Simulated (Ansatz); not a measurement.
Results of HSE06 (plane waves, PAW; Ansatz, a program for electronic structure) for LaN (model structure, within 0.1 Å of P4/nmm, No. 129, 8 atoms in the cell).

Run with plane-wave cutoff 460 eV, 2×6×6 k mesh (along the axes of the cell as run), Fermi–Dirac smearing 0.01 eV, scalar-relativistic PAW data made under PBE.

Cell (relaxed with PBEsol):

```cif
data_La2N2
_chemical_formula_sum 'La2 N2'
_space_group_name_H-M_alt 'P4/nmm :1'
_space_group_IT_number 129
_space_group_name_Hall 'P 4ab 2ab -1ab'
_cell_length_a 3.70663
_cell_length_b 3.70663
_cell_length_c 5.26848
_cell_angle_alpha 90.000
_cell_angle_beta 90.000
_cell_angle_gamma 90.000
loop_
_space_group_symop_operation_xyz
  'x, y, z'
  '-y+1/2, x+1/2, z'
  '-x, -y, z'
  'y+1/2, -x+1/2, z'
  'x+1/2, -y+1/2, -z'
  '-y, -x, -z'
  '-x+1/2, y+1/2, -z'
  'y, x, -z'
  '-x+1/2, -y+1/2, -z'
  'y, -x, -z'
  'x+1/2, y+1/2, -z'
  '-y, x, -z'
  '-x, y, z'
  'y+1/2, x+1/2, z'
  'x, -y, z'
  '-y+1/2, -x+1/2, z'
loop_
_atom_site_label
_atom_site_type_symbol
_atom_site_symmetry_multiplicity
_atom_site_Wyckoff_symbol
_atom_site_fract_x
_atom_site_fract_y
_atom_site_fract_z
_atom_site_occupancy
La1 La 2 c 0.00000 0.50000 0.25360 1
N1 N 2 c 0.50000 0.00000 0.26486 1
```
(The calculation used a cell of 8 atoms; values per cell refer to that cell.)

Problem. Estimate the band gap that the calculation returns.

Solution. 
- band gap = 0.65 eV (on the SCF k mesh)

Note: cell and atoms aren't relaxed at this level (largest force component 0.10 eV/Å, pressure 2.9 GPa).

Spin–orbit coupling is not included.

It cost about 6 core-minutes (a rough figure) of CPU time.

A model structure was made by putting elements into a prototype or built by hand; it is no filed structure, need not be a known phase, and can be a saddle point held by its symmetry.
